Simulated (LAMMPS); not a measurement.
Melts of Ni (fcc) cooled to 300 K at several rates.

All values are model results, not measurements: classical MD, pair style adp, file Ni.adp, run in LAMMPS.

| cooling rate (K/s) | energy above the crystal | state | density | coordination number | rough cost |
|---|---|---|---|---|---|
| 3e+12 | 0.117 eV/atom | glass | 8.69 g/cm³ (one sample) | 13.2 (counted to 3.30 Å) | 40 core-minutes |
| 1e+13 | 0.119 eV/atom | glass | 8.68 g/cm³ (one sample) | 13.1 (counted to 3.26 Å) | 14 core-minutes |
| 1e+14 | 0.127 eV/atom | glass | 8.65 g/cm³ (one sample) | 13.0 (counted to 3.26 Å) | 2.6 core-minutes |

Costs are rough and include melting and analysis.
